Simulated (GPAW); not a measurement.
A self-consistent single point of ScHg (Pm-3m, 2 atoms in the cell) with GPAW

Level of theory: PBEsol, GPAW PAW datasets PBEsol (made by gpaw-setup) (plane waves; GPAW).

Input:

```python
from ase import Atoms
from ase.units import GPa
from gpaw import GPAW, PW

atoms = Atoms(['Sc', 'Hg'],
              cell=[[3.480000, 0.000000, 0.000000],
                    [0.000000, 3.480000, 0.000000],
                    [0.000000, 0.000000, 3.480000]],
              scaled_positions=[[0.500000, 0.500000, 0.500000],
                                [0.000000, 0.000000, 0.000000]],
              pbc=True)

calc = GPAW(mode=PW(850),
            xc='PBEsol',
            kpts=(7, 7, 7),
            occupations={'name': 'methfessel-paxton', 'width': 0.2, 'order': 0},
            nbands=-10,
            symmetry={'symmorphic': False, 'tolerance': 0.0005},
            maxiter=100,
            txt='-')

atoms.calc = calc

energy = atoms.get_potential_energy()
print('Energy (eV):', round(energy, 6))
forces = atoms.get_forces()
print('Forces (eV/Ang):')
print(forces.round(5))
stress = atoms.get_stress()
print('Stress (GPa, Voigt):', (stress / GPa).round(4))
```

The program printed (abridged):

```
Input parameters:
  kpts: [7 7 7]
  maxiter: 100
  mode: {ecut: 850.0,
         name: pw}
  nbands: -10
  occupations: {name: methfessel-paxton,
                order: 0,
                width: 0.2}
  symmetry: {symmorphic: False,
             tolerance: 0.0005}
  xc: PBEsol

species:
  Sc:
    name: Scandium
    Z: 21.0
    valence: 11
    core: 10
    charge: 0.0
    file: Sc.PBEsol.gz

    # Using partial waves for Sc as LCAO basis

  Hg:
    name: Mercury
    Z: 80.0
    valence: 18
    core: 62
    charge: 0.0
    file: Hg.PBEsol.gz

    # Using partial waves for Hg as LCAO basis

Reference energy: -553774.384185  # eV

Spin-paired calculation

Convergence criteria:
 Maximum [total energy] change in last 3 cyles: 0.0005 eV / valence electron
 Maximum integral of absolute [dens]ity change: 0.0001 electrons / valence electron
 Maximum integral of absolute [eigenst]ate change: 4e-08 eV^2 / valence electron
 Maximum number of scf [iter]ations: 100

Symmetries present (total): 48
Symmetries with fractional translations: 0
343 k-points: 7 x 7 x 7 Monkhorst-Pack grid
20 k-points in the irreducible part of the Brillouin zone
       k-points in crystal coordinates                weights
   0:     0.00000000    0.00000000    0.00000000          1/343
   1:     0.14285714    0.00000000    0.00000000          6/343
   2:     0.14285714    0.14285714    0.00000000         12/343
   [... 7 lines left out ...]
          ...
  19:     0.42857143    0.42857143    0.42857143          8/343

Wave functions: Plane wave expansion
  Cutoff energy: 850.000 eV
  Number of coefficients (min, max): 2358, 2392
  Pulay-stress correction: 0.000000 eV/Ang^3 (de/decut=0.000000)

Occupation numbers: Methfessel-Paxton:
  width: 0.2000  # eV
  order: 0

Eigensolver

Densities:
  Coarse grid: 24*24*24 grid
  Fine grid: 48*48*48 grid
  Total Charge: 0.000000

Density mixing:
  Method: separate
  Backend: pulay
  Linear mixing parameter: 0.05
  old densities: 5
  Damping of long wavelength oscillations: 50

Hamiltonian:
  XC and Coulomb potentials evaluated on a 48*48*48 grid
  External potential:
    NoExternalPotential

XC parameters: PBEsol with 2 nearest neighbor stencil

Number of atoms: 2
Number of atomic orbitals: 25
Number of bands in calculation: 24
Number of valence electrons: 29
Bands to converge: occupied

Density initialized from atomic densities
  24 bands from LCAO basis set

Atomic positions and initial magnetic moments

Positions:
   0 Sc     1.740000    1.740000    1.740000    ( 0.0000,  0.0000,  0.0000)
   1 Hg     0.000000    0.000000    0.000000    ( 0.0000,  0.0000,  0.0000)

Unit cell:
           periodic     x           y           z      points  spacing
  1. axis:    yes    3.480000    0.000000    0.000000    24     0.1450
  2. axis:    yes    0.000000    3.480000    0.000000    24     0.1450
  3. axis:    yes    0.000000    0.000000    3.480000    24     0.1450

  Lengths:   3.480000   3.480000   3.480000
  Angles:   90.000000  90.000000  90.000000

Effective grid spacing dv^(1/3) = 0.1450

     iter     time        total  log10-change:
                         energy   eigst   dens
iter:   1 --:--:--    -7.821933
iter:   2 --:--:--    -7.760715   -0.19  -1.45
iter:   3 --:--:--    -7.583162   -0.58  -1.47
iter:   4 --:--:--    -7.563646   -1.99  -1.99
iter:   5 --:--:--    -7.432840   -2.04  -2.03
iter:   6 --:--:--    -7.549283   -2.63  -2.17
iter:   7 --:--:--    -7.418678   -2.01  -2.08
iter:   8 --:--:--    -7.425593   -3.06  -2.66
iter:   9 --:--:--    -7.415346c  -3.59  -2.55
iter:  10 --:--:--    -7.416679c  -3.96  -2.75
iter:  11 --:--:--    -7.417133c  -4.13  -3.37
iter:  12 --:--:--    -7.417102c  -5.81  -4.01c
iter:  13 --:--:--    -7.417014c  -5.60  -3.81
iter:  14 --:--:--    -7.416729c  -4.61  -3.98
iter:  15 --:--:--    -7.416731c  -6.04  -4.03c
iter:  16 --:--:--    -7.416739c  -6.89  -4.37c
iter:  17 --:--:--    -7.416783c  -6.34  -4.48c
iter:  18 --:--:--    -7.416774c  -6.77  -4.60c
iter:  19 --:--:--    -7.416781c  -6.92  -4.37c
iter:  20 --:--:--    -7.416803c  -6.49  -4.66c
iter:  21 --:--:--    -7.416798c  -8.34c -4.47c

Converged after 21 iterations.

Dipole moment: (-0.000000, -0.000000, -0.000000) |e|*Ang

Energy contributions relative to reference atoms: (reference = -553774.384185)

Kinetic:        +10.886449
Potential:       -6.868257
External:        +0.000000
XC:              -9.528137
Entropy (-ST):   -0.038090
Local:           -1.887808
SIC:             +0.000000
--------------------------
Free energy:     -7.435844
Extrapolated:    -7.416798

Showing only first 2 kpts
 Kpt  Band  Eigenvalues  Occupancy
  0    12      0.77305    2.00000
  0    13      8.37166    0.01254
  0    14      8.37166    0.01254
  0    15     10.53283    0.00000

  1    12      0.78791    2.00000
  1    13      8.20693    0.18290
  1    14      8.30613    0.04202
  1    15     10.01233    0.00000

Fermi level: 8.01858

No gap
No difference between direct/indirect transitions
Energy (eV): -7.416798

Forces in eV/Ang:
  0 Sc    0.00000    0.00000    0.00000
  1 Hg   -0.00000    0.00000    0.00000

Stress tensor:
     0.003527     0.000000     0.000000
     0.000000     0.003527     0.000000
     0.000000     0.000000     0.003527
Stress (GPa, Voigt): [0.5652 0.5652 0.5652 0.     0.     0.    ]
```

The run converged in 21 iterations. GPAW prints stress with tension positive.

The starting cell comes from a database of published, mostly measured structures (it also holds non-ambient and calculated ones), without a prior relaxation at this level. Spin-orbit coupling is off.
